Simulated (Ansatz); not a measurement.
The starting structures come from a database of crystals and need not be the phases stable at ambient conditions.

Tunnelling through a barrier is set by its complex band structure: the current falls as exp(−2κd) with the smallest κ.

Consider the following.

```xyz
9
Lattice="9.1111 0.0000 0.0000 0.0000 9.1111 0.0000 4.5556 -4.5556 4.6146" Properties=species:S:1:pos:R:3 pbc="T T T"
Cs     4.5556     0.0000     2.3073
Cs     9.1111     4.5556     2.3073
Pd     0.0000     0.0000     0.0000
I      1.8741     1.8741     0.0000
I      7.2370     7.2370     0.0000
I      7.2370     1.8741     0.0000
I      1.8741     7.2370     0.0000
I      9.1111     0.0000     3.1821
I      4.5556     4.5556     1.4325
```

Space group of this cell: I4/mmm. The cell is taken as given.

Transport runs along the normal of the first two printed cell vectors, the (001) plane of the conventional cell.

The gap is the functional's own. No spin-orbit coupling. Mid-gap values are interpolated on the energy grid.

Question: Estimate the band gap and the smallest decay constant κ at mid-gap that r2SCAN in Ansatz (a quantum-chemistry and plane-wave program) returns for this system.

Answer: Gap 0.70 eV on a 8×8×8 mesh; κ = 0.079 1/Å, at the zone centre.
